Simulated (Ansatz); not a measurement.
Cubic perovskite CsPbBr₃ (cubic high-temperature phase)

These are G0W0@PBEsol (plane waves, hard PAW, contour deformation, complete-basis limit; Ansatz, an electronic-structure program) values and carry that method's errors.

Settings: largest k mesh 6×6×6 (not extrapolated in the mesh).

Cell (measured lattice):

```yaml
crystal:
  lattice:
    - [5.87400, 0.00000, 0.00000]
    - [0.00000, 5.87400, 0.00000]
    - [0.00000, 0.00000, 5.87400]
  atoms:
    - { symbol: Cs, position: [0.00000, 0.00000, 0.00000] }
    - { symbol: Pb, position: [0.50000, 0.50000, 0.50000] }
    - { symbol: Br, position: [0.50000, 0.00000, 0.50000] }
    - { symbol: Br, position: [0.00000, 0.50000, 0.50000] }
    - { symbol: Br, position: [0.50000, 0.50000, 0.00000] }
```

```json
{
 "band_gap": "2.71 eV"
}
```

Note: filled d or f shells below the valence bands can shift G0W0 gaps through exchange with them, which wasn't tested here; held by symmetry at 0 K, a high-temperature phase can be a saddle point; cell and atoms aren't relaxed at this level; the gap holds a correction of +0.40 eV to the complete basis.

Spin–orbit coupling is not included; with these elements it can move the gap by several tenths of an eV or more.

The computed numbers hold no vibrational or temperature effects.
